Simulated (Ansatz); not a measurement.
Worked example: relaxation of cell and atoms of CaZrTlF7 (Cmcm, 20 atoms in the cell) in Ansatz (a program for electronic structure).

Level of theory: PBEsol, default PAW files made with PBE (plane waves; Ansatz).

```
CaZrTlF7
1.0
    3.50377    -5.66776     0.00000
    3.50377     5.66776     0.00000
    0.00000     0.00000     8.65100
Ca Zr Tl F
2 2 2 14
Direct
  0.30876   0.69124   0.75000
  0.69124   0.30876   0.25000
  0.69263   0.30737   0.75000
  0.30737   0.69263   0.25000
  0.00000   0.00000   0.50000
  0.00000   0.00000   0.00000
  0.93537   0.65145   0.75000
  0.06463   0.34855   0.25000
  0.65145   0.93537   0.25000
  0.34855   0.06463   0.75000
  0.70106   0.29894   0.51323
  0.29894   0.70106   0.48677
  0.29894   0.70106   0.01323
  0.70106   0.29894   0.98677
  0.51023   0.48977   0.75000
  0.48977   0.51023   0.25000
  0.02252   0.32832   0.75000
  0.97748   0.67168   0.25000
  0.32832   0.02252   0.25000
  0.67168   0.97748   0.75000
```

Reference input (self-consistent single point, DFT, PBEsol, plane waves, default PAW files made with PBE): kpoints.mp_grid.grid = 4 4 3; kpoints.mp_grid.shift = 0.5 0.5 0.5; hamiltonian.xc = pbesol; hamiltonian.pseudopotentials = {kind: paw} (the program's default PAW files); scf.occupations.method = fixed. This run's input differs from it in these lines:

Ansatz 0.2 input:
```diff
@@ -26,2 +26,4 @@
     - { symbol: F, position_ang: [5.778269, 1.733201, 6.488250] }
+basis:
+  ecutwfc: 590.0
 kpoints:
@@ -37,2 +39,4 @@
     method: fixed
+relax:
+  cell: {}
 output:
```

Output, abridged:

```
   [... SCF lines of the steps left out ...]
relax step   1: F+E_penalty+E_count = -45671.80858350 eV  Δ(F+E_penalty+E_count) = +0.000e0 eV  max|allowed force component| = 4.497e-1 eV/Å  Δτ_max = 0.0000 Å  P = -4.062 GPa  Ω = 343.592 Å³  (8 SCF iters, dr2 threshold 1.00e-7 eV, accepted)
relax step   2: F+E_penalty+E_count = -45672.04604405 eV  Δ(F+E_penalty+E_count) = -2.375e-1 eV  max|allowed force component| = 1.232e-1 eV/Å  Δτ_max = 0.0369 Å  P = +0.116 GPa  Ω = 324.285 Å³  energy of the carried Pulay correction = +2.071e-3 eV  [...]
   [... lines left out ...]
relax step   6: F+E_penalty+E_count = -45672.05272178 eV  Δ(F+E_penalty+E_count) = -5.725e-5 eV  max|allowed force component| = 6.044e-3 eV/Å  Δτ_max = 0.0046 Å  P = -0.003 GPa  Ω = 324.510 Å³  energy of the carried Pulay correction = +2.046e-3 eV  [...]
relax step   7: F+E_penalty+E_count = -45672.05096178 eV  Δ(F+E_penalty+E_count) = +1.760e-3 eV  max|allowed force component| = 6.038e-3 eV/Å  Δτ_max = 0.0000 Å  P = -0.008 GPa  Ω = 324.510 Å³  stress off target by 1.18e-2 GPa  SCF on the basis [...]
basis re-selected at this cell: Δ(F+E_penalty+E_count) = +1.760e-3 eV, ΔP = -0.005 GPa vs the last step
the relaxation is at rest under the 8 symmetry operations that the run kept from its start: a minimum is not shown …
Stability not checked: this state was not tested for a lower state beside it, because too few of the mixer's solves of this state at the end of the SCF gave a …
Free energy (F): -45672.050962 eV
Internal energy: -45672.050962 eV  (E = F + TS)
   [... lines left out ...]
Fermi energy:    2.786800 eV
  cell:  # Å, volume = 324.5104 Å³
   [... lines left out ...]
    - { symbol: F, position: [0.026426111432216653, 0.32501940107272886, 0.7499999999999999] }
    - { symbol: F, position: [0.9735738885677835, 0.6749805989272714, 0.24999999999999997] }
    - { symbol: F, position: [0.32501940107272886, 0.026426111432216653, 0.24999999999999997] }
    - { symbol: F, position: [0.6749805989272714, 0.9735738885677835, 0.7499999999999999] }
```

The run converged. 

Summary of the result:
```
Item                                                                                                  Value
------------------------------------------------  ---------------------------------------------------------
Free energy E − TS (on the zero of these files)                                              -45672.0510 eV
Top of the valence band (on the code's own zero)                                                    2.79 eV
Gap on the k-point mesh                                                                             5.61 eV
Pressure                                                                                          -0.01 GPa
Largest force (vector length)                                                                    0.006 eV/Å
Final cell                                        a = b = 6.524 Å, c = 8.506 Å, α = β = 90.00°, γ = 116.31°
Final volume per atom                                                                              16.23 Å³
Relaxation steps                                                                                          7
```

The starting cell comes from a database of computed structures (which also holds hypothetical and non-ambient phases and stackings), without a prior relaxation at this level. Spin-orbit coupling is off. The relaxation keeps the symmetry of its start, so its end need not be a minimum. Ansatz's pressure includes its estimate of the finite-basis (Pulay) stress. The shifted mesh does not hold Γ, so a gap read on it misses any band edge there.

Cost on one core of a shared machine: roughly 6 min.
